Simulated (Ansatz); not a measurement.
This concerns the energy of the reaction as written. Reaction: 1/2 cell B + 1/2 N2 (gas) → cell A. Negative: the products are lower in energy.

Cell A: a slab of composition Al14N2 built on Al (fcc, Fm-3m) (111), with 12 atoms on that crystal's sites, 16 atoms, oblique cell of 5.71 × 2.86 Å (14.1 Å²), symmetry P2/m, 15.7 Å thick under 16 Å of vacuum, in-plane vectors held at the crystal's; planes from bottom to top: AlN | Al | Al2 × 5 | Al | AlN; foreign atoms: two times N bound to 3 Al at 1.79–1.81 Å; spin state with PBE: run without spin, k-point mesh 9×18×1.
```
CELL_PARAMETERS angstrom
      5.71499     0.00000     0.00000
      1.42875     2.47466     0.00000
      0.00000     0.00000    31.70983
ATOMIC_POSITIONS crystal
  Al 0.05292 0.94708 0.26196
  Al 0.16376 0.33624 0.35107
  Al 0.83658 0.66342 0.42652
  Al 0.00000 0.00000 0.50000
  Al 0.16342 0.33658 0.57348
  Al 0.83624 0.66376 0.64893
  Al 0.94708 0.05292 0.73804
  Al 0.52120 0.97880 0.27768
  Al 0.66792 0.33208 0.35329
  Al 0.33565 0.66435 0.42545
  Al 0.50000 0.00000 0.50000
  Al 0.66435 0.33565 0.57455
  Al 0.33208 0.66792 0.64671
  Al 0.47880 0.02120 0.72232
  N  0.15346 0.34654 0.74834
  N  0.84654 0.65346 0.25166
```

Cell B: a slab of Al (fcc, Fm-3m) cut along (111), 30 atoms, hexagonal cell of 5.71 Å (28.3 Å²), symmetry P-3m1, 15.8 Å thick under 16 Å of vacuum, in-plane vectors held at the crystal's; planes from bottom to top: N | Al4 × 7 | N; added, foreign or displaced atoms, above the top plane and below the bottom plane: two times N bound to 3 Al at 1.84 Å; spin state with PBE: run without spin, k-point mesh 9×9×1.
```
Al14N
1.0
    5.71499     0.00000     0.00000
    2.85750     4.94933     0.00000
    0.00000     0.00000    31.70983
Al N
28 2
Direct
  0.00449   0.00449   0.27458
  0.16667   0.16667   0.35227
  0.83317   0.33342   0.42586
  0.00000   0.00000   0.50000
  0.16667   0.16667   0.57294
  0.83699   0.33150   0.64672
  0.99551   0.99551   0.72542
  0.00449   0.49102   0.27458
  0.16301   0.66850   0.35328
  0.83333   0.83333   0.42706
  0.00000   0.50000   0.50000
  0.16683   0.66658   0.57414
  0.83333   0.83333   0.64773
  0.99551   0.50898   0.72542
  0.49102   0.00449   0.27458
  0.66850   0.16301   0.35328
  0.33342   0.33342   0.42586
  0.50000   0.00000   0.50000
  0.66658   0.16683   0.57414
  0.33150   0.33150   0.64672
  0.50898   0.99551   0.72542
  0.50000   0.50000   0.28399
  0.66850   0.66850   0.35328
  0.33342   0.83317   0.42586
  0.50000   0.50000   0.50000
  0.66658   0.66658   0.57414
  0.33150   0.83699   0.64672
  0.50000   0.50000   0.71601
  0.16667   0.16667   0.74845
  0.83333   0.83333   0.25155
```

Reference: an isolated N2 molecule (singlet) in a box of 11 × 11 × 13 Å.

Plane-wave PAW calculations with Ansatz (an electronic-structure program), its default PAW set, cutoff 420 eV, 500 eV for r2SCAN. The structures are at rest with PBE, within the held lattices; other levels are single points on them. Neutral cells; Fermi-Dirac smearing of at most 0.10 eV in the solids, energies taken to zero width. The lattices are those relaxed with PBE or held as stated, so at other levels the solids can be strained, which adds to the spread. Larger cells are relaxed from a start prepared with the learned potential CHGNet till forces fall under 0.03 eV/Å, which some starts already meet. A dispersion term (D3(BJ), or D4 for r2SCAN) was computed beside these levels and is taken off wherever the name lacks it. Nuclei at rest; no vibrational terms. The structures are the rest points that the relaxations reached, not proven lowest. No correction for cell size. Cell A has symmetry P2/m and got no random move, so less symmetric positions, which may lie lower, weren't tried. Cell B has symmetry P-3m1 and got no random move, so less symmetric positions, which may lie lower, weren't tried.

Q: Estimate the value that PBE returns for this input.

A: -0.84 eV, for 1/2 cell B + 1/2 N2 (gas) → cell A.

Q: What do the other levels give, and how wide is the spread?

A: 
```json
[
 {"Functional": "r2SCAN", "value (eV)": "-1.12", "less PBE": "-0.28"}
]
```

The levels span 0.28 eV, from r2SCAN (-1.12) to PBE (-0.84).
